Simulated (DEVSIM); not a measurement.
Device: abrupt Si p-n junction, at 250 K.

Layer 1 from the left is Si, thickness (μm) 2.40, Na (cm⁻³) 1.1e17, τn (s) 0.00014, τp (s) 0.00014. Layer 2 from the left is Si, thickness (μm) 2.20, Nd (cm⁻³) 3e15, τn (s) 0.00014, τp (s) 0.00014.

Left contact: ohmic. Right contact: ohmic. Voltage is applied to the left contact. Recombination: SRH at mid-gap. Mobility is constant in doping.

Constants are typed, rounded textbook-type inputs, not results; the design itself was drawn at random and stands for no fabricated device. Values at 300 K; Nc and Nv go as T^1.5, mobilities as T to minus their exponent, the gap by Varshni's rule with the affinity fixed.

Si: gap (eV) 1.124, affinity (eV) 4.05, permittivity 11.7, Nc (cm⁻³) 2.86e19, Nv (cm⁻³) 3.1e19, μn (cm²/Vs) 1417, μp (cm²/Vs) 470, T exponent of μn 2.3, T exponent of μp 2.2, Varshni α (eV/K) 0.000473, Varshni β (K) 636.

DEVSIM, 1D drift-diffusion, Boltzmann statistics, complete ionisation; no tunnelling, impact ionisation, image-force lowering or self-heating.

Dark forward current:

| |V| (V) | |J| (A/cm²) |
|---|---|
| 0.05 | 7.366e-13 |
| 0.10 | 5.147e-12 |
| 0.15 | 4.055e-11 |
| 0.20 | 3.673e-10 |
| 0.25 | 3.557e-9 |
| 0.30 | 3.530e-8 |
| 0.35 | 3.533e-7 |
| 0.40 | 3.544e-6 |
| 0.45 | 3.556e-5 |
| 0.50 | 0.0003566 |
| 0.55 | 0.003571 |
| 0.60 | 0.03566 |
| 0.65 | 0.3535 |
| 0.70 | 3.360 |
| 0.75 | 26.28 |
| 0.80 | 140.5 |
| 0.85 | 525.8 |
| 0.90 | 1435 |
| 0.95 | 2992 |

Task: Work out the local ideality factor n = ΔV / (kT/q · ln(J2/J1)) between the rows 0.10 and 0.15 V, 0.40 and 0.45 V, 0.90 and 0.95 V.

Result: kT/q = 21.54 mV. From 0.10 to 0.15 V: ln(4.055e-11/5.147e-12) = 2.064, n = 1.12. From 0.40 to 0.45 V: ln(3.556e-5/3.544e-6) = 2.306, n = 1.01, near the 1 of diffusion or emission over a barrier. From 0.90 to 0.95 V: ln(2992/1435) = 0.735, n = 3.16.

Task: Estimate the current at 0.40 V from the Shockley equation with J0 = Σ q ni² D/(N L) coth(W/L), τ joining the SRH, radiative and Auger lifetimes that are on, and W taken as the whole layer.

Result: ni² = 6.36e15 cm⁻⁶; electrons in the p layer: μ = 2160 cm²/Vs, D = 46.4 cm²/s, τ = 0.000140 s, L = 806 μm, W/L = 0.0030, term 1.79e-15 A/cm²; holes in the n layer: μ = 702 cm²/Vs, D = 15.1 cm²/s, τ = 0.000140 s, L = 460 μm, W/L = 0.0048, term 2.34e-14 A/cm². J0 = 2.51e-14 A/cm², and J = J0 exp(qV/kT) = 2.92e-6 A/cm². The simulation gives 3.54e-6 A/cm²; the estimate lies 18 % below. The estimate leaves out recombination in the depletion region and that region's share of W.
